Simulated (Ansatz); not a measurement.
Base system: WC (space group P-6m2, No. 187; a = 2.912 Å, c = 2.836 Å).

All numbers come from Kohn–Sham DFT with the r2SCAN functional, run in Ansatz (an electronic-structure program) with PAW and 500 eV plane waves, without spin-orbit coupling.

One change was made to it. Results:

```
quantity                base    after
-------------------  -------  -------
c/a ratio              0.974    0.979
lattice parameter a  2.912 Å  2.844 Å
```

**Question.** Name the change that was made.
A. pressure 30 GPa
B. pressure 1.8 GPa
C. pressure −1 GPa
D. pressure 60 GPa
E. pressure −2 GPa

**Answer.** A, pressure 30 GPa. For comparison, the lattice parameter a in the other runs: pressure 60 GPa gives 2.792 Å; pressure −2 GPa gives 2.917 Å; pressure 1.8 GPa gives 2.907 Å; pressure −1 GPa gives 2.915 Å.

Load acts through the strain it causes; cell and atoms are relaxed under it. Whether these cells are dynamically stable was not tested. Competing high-pressure phases were not computed. All final runs are without spin polarisation.
